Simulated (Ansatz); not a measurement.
# Cu₃Au in the Cu3Au type structure (space group Pm-3m, No. 221)

```cif
data_AuCu3
_chemical_formula_sum 'Cu3 Au1'
_space_group_name_H-M_alt 'P 1'
_space_group_IT_number 1
_cell_length_a 3.71349
_cell_length_b 3.71349
_cell_length_c 3.71349
_cell_angle_alpha 90.000
_cell_angle_beta 90.000
_cell_angle_gamma 90.000
loop_
_space_group_symop_operation_xyz
  'x, y, z'
loop_
_atom_site_label
_atom_site_type_symbol
_atom_site_fract_x
_atom_site_fract_y
_atom_site_fract_z
_atom_site_occupancy
Cu1 Cu 0.00000 0.50000 0.50000 1
Cu2 Cu 0.50000 0.50000 0.00000 1
Cu3 Cu 0.50000 0.00000 0.50000 1
Au1 Au 0.00000 0.00000 0.00000 1
```

All numbers come from PBEsol (Ansatz, a first-principles code; PAW; 420 eV plane waves; without spin-orbit coupling). k-mesh 13×13×13 (Γ-centred); smearing 0.05 eV (Fermi–Dirac).

The volume per atom is 12.80 Å³ and the density is 12.57 g/cm³. The band gap is zero and the total energy is -8193.398 eV/atom (σ→0; compares only within this code and set-up).

Stability against distortions was not tested. The final runs are not spin-polarised.
